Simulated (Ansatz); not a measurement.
The reference is TiSi$_{2}$ (space group Fddd, No. 70; a = 4.779 Å, b = 8.230 Å, c = 8.521 Å). Axes: x, y, z lie along a, b, c of the conventional cell.

Structures relaxed with plane-wave PAW DFT at the r2SCAN level (Ansatz, a first-principles code, 500 eV), no spin-orbit coupling.

Base:

Simulated powder pattern, Cu Kα1, λ = 1.54056 Å (kinematic, ideal powder, no thermal factors, no anomalous dispersion; the 10 strongest lines at most, above 2 %, up to 2θ = 90°):

```tsv
2θ (°)	I/Imax (%)	hkl
39.29	100	(131)
42.40	40	(004)
43.38	74	(202)
49.97	48	(133)
67.56	18	(135)
69.00	17	(331)
72.31	15	(062)
76.84	12	(333)
78.24	12	(206)
80.71	11	(260)
```

After one change:

Simulated powder pattern, Cu Kα1, λ = 1.54056 Å (kinematic, ideal powder, no thermal factors, no anomalous dispersion; the 10 strongest lines at most, above 2 %, up to 2θ = 90°):

```csv
2θ (°),I/Imax (%)
39.48,100
42.33,41
43.55,75
50.10,48
67.62,19
69.40,17
72.70,15
77.20,13
78.27,12
81.22,11
```

Problem. What was done to the base?
A. uniaxial strain ε_zz = −0.66 %
B. tensor shear ε_xz = +1.26 %
C. biaxial strain −0.52 %, plane normal [001], relaxed out of plane
D. strain tensor (xx, yy, zz, yz, xz, xy) = (+1.14, +0.24, −0.47, −1.09, +0.93, +0.52) %

Solution. C, biaxial strain −0.52 %, plane normal [001], relaxed out of plane. Its volume per atom is 13.84 Å³ against 13.96 Å³, and its space group is Fddd (No. 70).

No phonon test of stability was made. All final runs are without spin polarisation.
